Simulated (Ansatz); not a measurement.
Cubic perovskite CsSnI₃ (cubic high-temperature phase), treated with r²SCAN in Ansatz (plane waves, PAW).

Numerical settings: plane-wave cutoff 560 eV, 6×6×6 k mesh, Fermi–Dirac smearing 0.01 eV, scalar-relativistic PAW data made under PBE.

Properties against volume:

```tsv
V (Å³/atom)	P (GPa)	direct gap at Γ (eV)	smallest gap on the k mesh (eV)
45.339	1.25	5.078	0.153
46.304	0.79	5.042	0.263
47.268	0.37	5.009	0.366
48.233	0.00	4.977	0.464
49.198	-0.33	4.948	0.557
50.162	-0.63	4.920	0.644
51.127	-0.89	4.894	0.726
```

The fundamental gap (0.46 eV at the equilibrium volume, with added k points) lies elsewhere than Γ–Γ.

Note: the relaxation could not lower the start's symmetry, so the cell can be a saddle point above a distorted one.

Spin–orbit coupling is not included; with these elements it can move the gap by several tenths of an eV or more.

Ansatz is a program for electronic structure.
